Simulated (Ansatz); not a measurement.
Consider MoS2 in the fluorite structure (space group Fm-3m, No. 225; a = 5.845 Å; ferromagnetic; a hypothetical phase, not in the database extracts checked; relaxed with 0.1 eV smearing). Axes: x, y, z lie along the cube axes.

Modification: tensor shear ε_xz = +3.12 % (engineering shear γ = 0.0624), atoms relaxed at fixed cell.

Levels (all Ansatz, a first-principles code, PAW): PBEsol (420 eV, without spin-orbit coupling); r2SCAN (500 eV, spin-orbit coupling left out).

The geometry is relaxed with PBEsol.

```
Item                               Result
--------------------------  -------------
PBEsol pressure                  -0.3 GPa
PBEsol largest site moment        1.04 μB
PBEsol magnetic state       ferromagnetic
```

**Question.** Predict the pressure, largest site moment and magnetic state from r2SCAN.

**Answer.** The pressure grows by 8.7 GPa, from -0.3 GPa to 8.4 GPa; the largest site moment grows by 0.36 μB (1.04 μB → 1.40 μB); the magnetic state stays ferromagnetic.

The magnetic state is the one reached from the starting moments; the real material's order can differ, and small cells can't hold many antiferromagnetic ones. Single points use the geometry relaxed with PBEsol. Their cutoffs differ, which shifts pressures a little. The cells carry an imposed strain or load. Stability against distortions was not tested.
